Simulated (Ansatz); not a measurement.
Take AlAs in the zinc blende structure (space group F-43m, No. 216; a = 5.6743 Å) as the base. Axes: x, y, z lie along the cube axes.

One thing is altered: tensile biaxial strain of 3.74 % in the plane normal to [001], as in epitaxy on a mismatched substrate; the out-of-plane cell vector and the atoms relax.

Levels (all Ansatz, a program for electronic structure, PAW, earlier PAW set): PBEsol (420 eV, no spin-orbit coupling); HSE06+SOC (420 eV, spin-orbit coupling included).

The geometry is relaxed with PBEsol.

| Quantity | Result |
|---|---|
| PBEsol lowest conduction level above the VBM at special points | M 0.97 eV; X 1.31 eV; Γ 1.40 eV |
| PBEsol valence-band top at Γ | 0.00, -0.33, -0.33 eV |

Task: Predict the lowest conduction level above the VBM at special points and valence-band top at Γ from HSE06+SOC.

Result: The lowest conduction level above the VBM at special points goes from M 0.97 eV; X 1.31 eV; Γ 1.40 eV to M 1.64 eV; X 2.00 eV; Γ 2.28 eV; the valence-band top at Γ (three highest Kramers pairs, from the VBM) goes from 0.00, -0.33, -0.33 eV to 0.00, -0.29, -0.54 eV.

Single points use the geometry relaxed with PBEsol. HSE06 gaps are upper bounds (no full band path). Differences between runs with and without spin-orbit coupling are approximate. The levels and masses belong to the bands next to the band gap. Whether these cells are dynamically stable was not tested. k-point labels follow each cell's own Brillouin zone.
